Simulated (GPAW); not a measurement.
Worked example: self-consistent single point of Ni3Se2 (R32, 5 atoms in the cell) in GPAW.

Method: PBEsol, GPAW PAW datasets PBEsol (made by gpaw-setup) (plane waves; GPAW 25.7.0).

```yaml
crystal:
  lattice:
    - [2.93861, 1.69661, 2.35543]
    - [-2.93861, 1.69661, 2.35543]
    - [0.00000, -3.39322, 2.35543]
  atoms:
    - { symbol: Ni, position: [0.24677, 0.75323, 0.00000] }
    - { symbol: Ni, position: [0.00000, 0.24677, 0.75323] }
    - { symbol: Ni, position: [0.75323, 0.00000, 0.24677] }
    - { symbol: Se, position: [0.25788, 0.25788, 0.25788] }
    - { symbol: Se, position: [0.74212, 0.74212, 0.74212] }
```

Reference input (self-consistent single point, DFT LDA (Perdew-Wang 92), plane waves, GPAW PAW datasets LDA (gpaw-data 1.0.1)): mode = pw; ecut = 850 eV; xc = LDA; kpts = 7 7 7; mesh shift (steps) = 0 0 0; occupations.name = methfessel-paxton; occupations.width = 0.1 eV; occupations.order = 0; nbands = -11; convergence.density = 1e-05 e/electron; symmetry.symmorphic = false; symmetry.tolerance = 0.0005. This run's input differs from it in these lines:

```diff
@@ -16,3 +16,3 @@
 calc = GPAW(mode={'name': 'pw', 'ecut': 850},
-            xc='LDA',
+            xc='PBEsol',
             kpts=(7, 7, 7),
```

Its files differ too (potentials: GPAW PAW datasets PBEsol (made by gpaw-setup)).

Log, with long lists cut:

```
     iter     time        total  log10-change:
                         energy   eigst   dens
iter:   1 --:--:--   -35.014161
iter:   2 --:--:--   -33.892716   -0.31  -1.37
iter:   3 --:--:--   -32.872039   -0.80  -1.46
iter:   4 --:--:--   -32.922055   -1.69  -1.66
iter:   5 --:--:--   -32.891910   -2.05  -1.80
iter:   6 --:--:--   -32.910256   -3.47  -2.17
iter:   7 --:--:--   -32.879702   -3.00  -2.12
iter:   8 --:--:--   -32.877976   -4.11  -2.63
iter:   9 --:--:--   -32.876967c  -4.28  -2.73
iter:  10 --:--:--   -32.877165c  -5.07  -2.78
iter:  11 --:--:--   -32.877340c  -4.17  -2.90
iter:  12 --:--:--   -32.877358c  -5.19  -3.42
iter:  13 --:--:--   -32.877375c  -5.75  -3.51
iter:  14 --:--:--   -32.877378c  -6.73  -3.55
iter:  15 --:--:--   -32.877374c  -7.08  -3.57
iter:  16 --:--:--   -32.877346c  -5.67  -3.62
iter:  17 --:--:--   -32.877345c  -7.02  -4.24
iter:  18 --:--:--   -32.877342c  -7.24  -4.28
iter:  19 --:--:--   -32.877343c  -7.75c -4.47
iter:  20 --:--:--   -32.877344c  -7.53c -4.56
iter:  21 --:--:--   -32.877344c  -7.48c -4.62
iter:  22 --:--:--   -32.877343c  -8.14c -4.87
iter:  23 --:--:--   -32.877343c  -9.16c -5.12c
Converged after 23 iterations.

Dipole moment: (-0.000004, 0.000000, -0.000000) |e|*Ang

Energy contributions relative to reference atoms: (reference = -256114.429701)

Kinetic:        +49.142008
Potential:      -36.464459
External:        +0.000000
XC:             -45.694012
Entropy (-ST):   -0.008869
Local:           +0.143555
SIC:             +0.000000
--------------------------
Free energy:    -32.881777
Extrapolated:   -32.877343

Showing only first 2 kpts
 Kpt  Band  Eigenvalues  Occupancy
  0    28      8.29212    2.00000
  0    29     10.06739    0.00000
  0    30     10.06742    0.00000
  0    31     10.82839    0.00000

  1    28      8.42221    2.00000
  1    29      9.29590    0.00000
  1    30      9.85675    0.00000
  1    31     10.46392    0.00000

Fermi level: 8.89632

No gap
   [... lines left out ...]
Energy (eV): -32.877343

Forces in eV/Ang:
  0 Ni    0.21797    0.00000    0.00000
  1 Ni   -0.10898    0.18877    0.00000
  2 Ni   -0.10898   -0.18877    0.00000
  3 Se    0.00000   -0.00000    0.54493
  4 Se    0.00000    0.00000   -0.54493

Stress tensor:
    -0.039301     0.000000    -0.000000
    -0.000000    -0.039301    -0.000000
     0.000000    -0.000000    -0.046320
Stress (GPa, Voigt): [-6.2966 -6.2966 -7.4213 -0.     -0.      0.    ]
```

The run converged in 23 iterations. GPAW prints stress with tension positive. Against the reference run the pressure goes from 1.38 to 6.67 GPa and the largest force goes from 0.301 to 0.545 eV/Å.

The starting cell comes from a database of computed structures (which also holds hypothetical and non-ambient phases and stackings), without a prior relaxation at this level. Its lattice was rescaled by a random factor within 2.5 % of one. Spin polarisation is off, so a magnetic state, if there is one, cannot be reached. With a pressure of about 7 GPa the cell is away from its equilibrium volume at this level.

Cost on one core of a shared machine: roughly 2 min.
